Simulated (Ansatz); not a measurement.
Input and output of a self-consistent single point for PtSb₂ (Pa-3, 12 atoms in the cell) (Ansatz, a first-principles code).

Computed with PBE, PAW files (plane waves; Ansatz).

```
PtSb2
1.0
    6.46061     0.00000     0.00000
    0.00000     6.46061     0.00000
    0.00000     0.00000     6.46061
Sb Pt
8 4
Cartesian
  4.03788   5.65303   0.80758
  0.80758   4.03788   5.65303
  4.03788   4.03788   4.03788
  2.42273   2.42273   2.42273
  5.65303   0.80758   4.03788
  5.65303   2.42273   0.80758
  0.80758   5.65303   2.42273
  2.42273   0.80758   5.65303
  0.00000   3.23030   3.23030
  3.23030   0.00000   3.23030
  0.00000   0.00000   0.00000
  3.23030   3.23030   0.00000
```

Reference input (self-consistent single point, DFT, PBE, plane waves, PAW files): basis.ecutwfc = 420 eV; kpoints.mp_grid.grid = 3 3 3; hamiltonian.xc = pbe; hamiltonian.pseudopotentials = {kind: paw} (the program's default PAW files); scf.occupations.method = gaussian; scf.occupations.width = 0.02 eV. This run's input differs from it in these lines:

Ansatz 0.2 input:
```diff
@@ -19,3 +19,3 @@
 basis:
-  ecutwfc: 420.0
+  ecutwfc: 250.0
 kpoints:
```

The program printed (abridged):

```
SCF iter   1: F=—  HF=-101977.329170 eV  |F-HF|=—  |Δ(HF+E_count)|=         —  Δρ=9.46e-2  dr2=3.24e1  ethr=3.10e-3  ⟨swp⟩=5.8  Hψ=1649  notcnv=0  defer=7
all-band conjugate gradients solve this SCF's bands
preconditioner: auto → Resta (q_TF=auto, 2.578 Å⁻¹)
SCF iter   2: F=—  HF=-101972.308617 eV  |F-HF|=—  |Δ(HF+E_count)|=    5.02e0  Δρ=4.34e-2  dr2=7.14e0  ethr=3.10e-3  ⟨swp⟩=2.2  Hψ=924  notcnv=0  defer=59
   [... lines left out ...]
SCF iter   5: F=—  HF=-101971.078425 eV  |F-HF|=—  |Δ(HF+E_count)|=   9.30e-4  Δρ=2.03e-4  dr2=1.46e-4  ethr=3.10e-6  ⟨swp⟩=2.0  Hψ=525  notcnv=0  defer=59
SCF iter   6: F=—  HF=-101971.078426 eV  |F-HF|=—  |Δ(HF+E_count)|=   4.33e-7  Δρ=5.03e-5  dr2=8.50e-6  ethr=7.61e-8  ⟨swp⟩=2.0  Hψ=568  notcnv=0  defer=59
SCF iter   7: F=—  HF=-101971.078306 eV  |F-HF|=—  |Δ(HF+E_count)|=   1.19e-4  Δρ=1.38e-5  dr2=7.95e-7  ethr=4.43e-9  ⟨swp⟩=2.0  Hψ=741  notcnv=0  defer=59
SCF iter   8: F=-101971.078306 eV  HF=-101971.078306 eV  |F-HF|=5.81e-9  |Δ(HF+E_count)|=   2.01e-8  Δρ=3.54e-6  dr2=3.42e-8  ethr=5.21e-11  ⟨swp⟩=10.2  Hψ=2032  notcnv=0
SCF 1 converged in 8 iterations: F = -101971.078306 eV  dr2 = 3.42e-8
Free energy (F): -101971.078306 eV
Internal energy: -101971.074312 eV  (E = F + TS)
E sigma→0 (E₀):  -101971.076309 eV
Entropy (-TS):   -0.003995 eV (-0.333 meV/atom)
Fermi energy:    14.728828 eV
--- Forces (eV/Å), atoms counted from 1 ---
  atom   1  Sb     0.02578597    -0.02578597     0.02578597
  atom   2  Sb     0.02578597     0.02578597    -0.02578597
  atom   3  Sb     0.02578597     0.02578597     0.02578597
  atom   4  Sb    -0.02578597    -0.02578597    -0.02578597
  atom   5  Sb    -0.02578597     0.02578597     0.02578597
  atom   6  Sb    -0.02578597    -0.02578597     0.02578597
  atom   7  Sb     0.02578597    -0.02578597    -0.02578597
  atom   8  Sb    -0.02578597     0.02578597    -0.02578597
   [... lines left out ...]
  atom  12  Pt     0.00000000    -0.00000000    -0.00000000
--- Stress (GPa, compression-positive) ---
        5.495990      -0.000000       0.000000
       -0.000000       5.495990       0.000000
        0.000000       0.000000       5.495990
  P = ⅓ Tr σ = 5.4960 GPa (54.960 kbar)
  The stress holds the Pulay correction. Without it, at fixed plane waves, as pw.x and ABINIT print it: P = -35.6427 GPa
```

The run converged in 8 iterations. Against the reference run the free energy goes up by 797 meV/atom, the pressure goes from 5.05 to 5.50 GPa and the largest force goes from 0.031 to 0.045 eV/Å.

The starting cell has typed, rounded lattice constants, without a prior relaxation at this level. Its lattice was rescaled by a random factor within 2.5 % of one. Spin polarisation is off. Ansatz's pressure includes its estimate of the finite-basis (Pulay) stress. Without the estimate this run gives -35.64 GPa. The cutoff lies below the one recommended for these files.
